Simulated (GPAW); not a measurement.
GPAW is run on Rb2NaScF6 (Fm-3m, 10 atoms in the cell), and the run fails. The aim is a self-consistent single point with DFT PBEsol, plane waves, GPAW PAW datasets PBEsol (made by gpaw-setup).

Cell that was meant: a = 6.1865 Å, b = 6.1865 Å, c = 6.1865 Å, α = 60.00°, β = 60.00°, γ = 60.00°.

Part of the input:

```python
                                [0.233230, 0.766770, 0.766770],
                                [0.233230, 0.766770, 0.233230],
                                [0.766770, 0.233230, 0.766770],
                                [0.233230, 0.233230, 0.766770]],
              pbc=True)

calc = GPAW(mode={'name': 'pw', 'ecut': 900},
```

Log, with long lists cut:

```
Traceback (most recent call last):
   [... frames left out ...]
ValueError: Array "positions" has wrong length: 9 != 10.
```

Problem. Read the log: what does the program object to, and what is the fix?

Solution. The fault is an atom count that does not match the list of atoms (one position left out); here the program stops on it instead of giving results. To fix it, make the count match the list. The program stopped before any SCF iteration.

An input that runs soundly differs in these lines (not the only fix; some lines may just follow from the change or write a value another way):
```diff
-                                [0.233230, 0.233230, 0.766770]],
+                                [0.233230, 0.233230, 0.766770],
+                                [0.766770, 0.766770, 0.233230]],
```

With that input, the run converged in 26 iterations: free energy E − TS (from the program's reference atoms) -53.3285 eV; top of the valence band (on the code's own zero) -0.68 eV; gap on the k-point mesh 6.74 eV; largest force (vector length) 0.241 eV/Å (DFT PBEsol, plane waves, GPAW PAW datasets PBEsol (made by gpaw-setup)).

On the sound input: the starting cell comes from a database of computed structures (which also holds hypothetical and non-ambient phases and stackings), without a prior relaxation at this level.
